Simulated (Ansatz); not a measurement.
**OH on the 1x1 (10-10) surface of wurtzite AlN (cut with top plane Al + N), one in a 1x1 cell, started at the site 'hollow Al'**

Host crystal: wurtzite AlN, with a band gap (PBE, scalar-relativistic without spin-orbit coupling).

Computed with PBE (plane waves to 420 eV, PAW; Ansatz, a quantum-chemistry and plane-wave program).

Model: 18-atom slab, 8.9 Å thick at the start under the adsorbate (thin: gaps and levels are the slab's own), 6x4x1 mesh, Fermi-Dirac 0.01 eV, dipole correction, 8 atoms held, the rest relaxed; no symmetry held; spin-polarised, ending with about 1.0 μB a cell; orders that need a larger cell were not tried, no spin-orbit, no U, no dispersion correction. At the end it is bonded to Al. In PBE it is, or lies within 0.03 eV of, the lowest of the starts that converged.

- adsorption energy against H2O(g) − ½ H2(g): -0.16 eV
- gap of the slab on its k-mesh: 0.38 eV
- highest filled level below the top vacuum level: 6.70 eV
- change of the step from the bottom to the top vacuum level, against the clean slab: 1.07 eV
- energy released by relaxation: 3.94 eV
- height of the binding atom over the mean of the host atoms within 0.3 Å of the top one: 3.315 bohr
- magnetic moment of the cell: 1.00 μB
- nearest host atoms of the binding atom: Al at 1.74 Å, N at 2.94 Å, N at 3.13 Å
- largest move of a host atom: 0.37 Å
- note: in the relaxation the adsorbate left its starting site by 1.4 Å
- cost: very roughly 8 core-minutes

A negative adsorption energy means that the adsorbate is more stable on the surface than in its reference.
